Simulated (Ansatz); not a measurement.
Functionals compared on the (10-13) surface of hcp Sc in its 1x1 cell, outermost plane spacing 0.25 Å in the ideal cut, in Ansatz (plane waves, PAW). The structure was relaxed with PBE; the other rows are single points on it, each with its references at the same level. Cutoff 420 eV (500 eV for r2SCAN).

Model: 16-atom slab, 10.6 Å thick at the start, 11x4x1 mesh, Fermi-Dirac 0.1 eV, dipole correction, all atoms relaxed; held to the part of the start's symmetry that mesh and held atoms allow; no spin, no spin-orbit, no U. These notes are the PBE run's.

```csv
functional,surface energy (J/m²),work function of the top face (eV),rough cost of the single point
PBE,1.30,3.09,–
LDA,1.46,3.26,about 7 core-minutes (a rough figure)
PBEsol,1.41,3.13,around 7 core-minutes (rough)
RPBE,1.20,2.99,roughly 7 core-minutes
r2SCAN,?,?,about 12 core-minutes (a rough figure)
```

Question: Some entries are withheld; supply them.

Answer: 
- r2SCAN, surface energy (J/m²): 1.38
- r2SCAN, work function of the top face (eV): 3.10

Ansatz is a program for electronic structure.
